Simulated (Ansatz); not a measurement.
**Cu3Au, pressure series**

Base system: Cu$_{3}$Au in the Cu3Au type structure (space group Pm-3m, No. 221).

Cu3Au is modelled in the cubic space group Pm-3m (No. 221), the Cu3Au type structure, Pearson symbol cP4. Cell: a = b = c = 3.7805 Å, α = β = γ = 90.00°. Cu on 3c sees 8 Cu at 2.673 Å and 4 Au at 2.673 Å (cuboctahedral). Au on 1a sees 12 Cu at 2.673 Å (cuboctahedral). (Neighbours: up to the widest gap in distance over summed covalent radii, below 1.35, at either atom.)

Cell and atoms are relaxed at each pressure.

Levels (all Ansatz, a program for electronic structure, PAW): PBE (420 eV, spin-orbit coupling left out); PBEsol (420 eV, without spin-orbit coupling).

The base cell above is that of PBE; each level relaxes its own structures.

```
case              volume per atom, PBE  volume per atom, PBEsol
----------------  --------------------  -----------------------
pressure −2 GPa               13.71 Å³                 12.96 Å³
pressure −1 GPa               13.61 Å³               (withheld)
pressure 3 GPa                13.24 Å³                 12.59 Å³
pressure 7 GPa                12.93 Å³               (withheld)
pressure 15 GPa               12.41 Å³                 11.90 Å³
pressure 30 GPa               11.69 Å³                 11.28 Å³
pressure 50 GPa               10.99 Å³               (withheld)
pressure 75 GPa               10.36 Å³                 10.09 Å³
pressure 100 GPa               9.88 Å³               (withheld)
```

Question: Complete the table.

Answer: 
- pressure −1 GPa, volume per atom, PBEsol: 12.88 Å³
- pressure 7 GPa, volume per atom, PBEsol: 12.33 Å³
- pressure 50 GPa, volume per atom, PBEsol: 10.66 Å³
- pressure 100 GPa, volume per atom, PBEsol: 9.64 Å³

PBE lies above PBEsol in every row, by 0.24 Å³ to 0.75 Å³. They put the cases in the same order.

Load acts through the strain it causes; cell and atoms are relaxed under it. No phonon test of stability was made. Competing high-pressure phases were not computed. All final runs are without spin polarisation.
